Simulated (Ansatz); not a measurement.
The starting structures come from a database of crystals and need not be the phases stable at ambient conditions.

Tunnelling through a barrier is set by its complex band structure: the current falls as exp(−2κd) with the smallest κ.

Consider the following.

```xyz
2
Lattice="3.6832 0.0000 0.0000 0.0000 3.6832 0.0000 1.8416 -1.8416 2.6825" Properties=species:S:1:pos:R:3 pbc="T T T"
Mg     0.0000     0.0000     0.0000
S      3.6832     0.0000     2.6825
```

The cell is strained (lengths along the current scaled by 1.03, ions clamped); by r2SCAN it stands under a pressure of -2.3 GPa.

Transport runs along the normal of the first two printed cell vectors, the (001) (indices of the unstrained crystal) plane of the conventional cell.

No gap correction and no spin-orbit coupling; mid-gap is the computed energy nearest the middle.

Predict the band gap and the smallest decay constant κ at mid-gap from r2SCAN run with Ansatz (a quantum-chemistry and plane-wave program).

Gap 3.27 eV on a 12×12×12 mesh; κ = 0.253 1/Å, at the zone centre.
